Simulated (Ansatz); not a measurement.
## A constructed model of the (0001) surface of hcp Ru, (√3x√3)R30° layer of S, one a cell, on the site that continues the host's stacking (bottom of the slab: a bare face, its two planes held)

Level of theory: PBE (plane waves to 420 eV, PAW; Ansatz, a first-principles code).

Set-up: 19 atoms, 12.8 Å thick at the start with caps and adatoms (thin: gaps and levels are the slab's own); mesh 9x9x1; 0.1 eV smearing; dipole correction on; 6 atoms held, the rest relaxed; held to the start's symmetry, so lower structures may exist; no spin, no spin-orbit, no U. It is one candidate, not shown to be the stable structure of the face.

```yaml
work_function_of_the_top_face: 5.28 eV
energy_released_by_relaxation: 0.89 eV
cost: roughly 8 core-minutes
```
